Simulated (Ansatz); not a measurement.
The starting structures come from a database of crystals and need not be the phases stable at ambient conditions.

By PBEsol, the system below comes out a metal.

A figure of merit of an interconnect metal is its ballistic conductance per area.

Consider the following.

```
CELL_PARAMETERS angstrom
      3.20519     0.00000     0.00000
      0.00000     3.20519     0.00000
      0.00000     0.00000     3.14234
ATOMIC_POSITIONS crystal
  Zn 0.50000 0.50000 0.50000
  Ag 0.00000 0.00000 0.00000
```

Space group of this cell: P4/mmm. The cell is strained (lengths across the current scaled by 1.02, ions clamped); by PBEsol its mean pressure is -6.1 GPa.

The current flows along the normal of the first two printed cell vectors, the (001) (indices of the unstrained crystal) plane of the conventional cell. No spin-orbit coupling; the value is a mean over 0.1 eV about the Fermi level.

Compute, with PBEsol run with Ansatz (a program for electronic structure), the ballistic conductance per area.

0.91 × 10¹⁵ S/m² for both spins.
